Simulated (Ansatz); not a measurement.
The starting structures come from a database of crystals and need not be the phases stable at ambient conditions.

Tunnelling through a barrier is set by its complex band structure: the current falls as exp(−2κd) with the smallest κ.

Consider the following.

```xyz
20
Lattice="5.9711 0.0000 0.0000 0.0000 8.3219 0.0000 0.0000 0.0000 5.7862" Properties=species:S:1:pos:R:3 pbc="T T T"
La     0.2912     2.0805     0.0809
La     5.6800     6.2414     5.7053
La     2.6944     6.2414     2.9741
La     3.2767     2.0805     2.8122
Lu     0.0000     4.1610     2.8931
Lu     2.9856     4.1610     0.0000
Lu     2.9856     0.0000     0.0000
Lu     0.0000     0.0000     2.8931
O      4.1623     7.8079     4.0244
O      1.8088     0.5140     1.7618
O      4.7943     0.5140     1.1313
O      1.1768     7.8079     4.6549
O      1.1768     4.6750     4.6549
O      4.7943     3.6469     1.1313
O      1.8088     3.6469     1.7618
O      4.1623     4.6750     4.0244
O      3.2731     6.2414     0.6754
O      2.6980     2.0805     5.1108
O      5.6836     2.0805     3.5685
O      0.2876     6.2414     2.2177
```

Space group of this cell: Pnma. The cell is taken as given.

Transport runs along the normal of the first two printed cell vectors.

No gap correction and no spin-orbit coupling; mid-gap values are interpolated between computed energies.

Question: Compute, with Ansatz (a quantum-chemistry and plane-wave program) with PBEsol, the band gap and the smallest decay constant κ at mid-gap.

Answer: Gap 3.99 eV on a 6×4×6 mesh; κ = 0.380 1/Å, at the zone centre.
